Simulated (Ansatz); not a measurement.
Consider HfS2 in the CdI2 type structure (space group P-3m1, No. 164; a = 3.5475 Å, c = 5.5768 Å; layered, stacked along the Cartesian z axis). Axes: x lies along a and z along c of the hexagonal cell.

The change: uniaxial strain ε_xx = −3.00 %, all other strain components held at zero, atoms relaxed at fixed cell.

Method: plane-wave PAW DFT at the PBEsol-D3(BJ) level (Ansatz, an electronic-structure program, 420 eV), no spin-orbit coupling.

Problem. Give the band edges at the high-symmetry points of the new zone, measured from its valence-band maximum.

Solution. 
| point | valence edge (eV) | conduction edge (eV) |
|---|---|---|
| Γ | 0.00 | 1.51 |
| C | -2.01 | 2.46 |
| C₂ | -2.01 | 2.46 |
| Y₂ | -1.54 | 0.57 |
| M₂ | -0.99 | 0.21 |
| D | -2.25 | 2.66 |
| D₂ | -2.25 | 2.66 |
| A | -0.40 | 1.42 |
| L₂ | -1.05 | 0.32 |
| V₂ | -1.80 | 0.51 |

The gap is 0.21 eV, indirect, Γ → M₂.

Spin-orbit coupling, missing from the scalar runs, can matter with Hf. Whether these cells are dynamically stable was not tested. The zero or small gap of HfS2 under uniaxial strain ε_xx = −3.00 % can change with the level of theory. k-point labels follow each cell's own Brillouin zone.
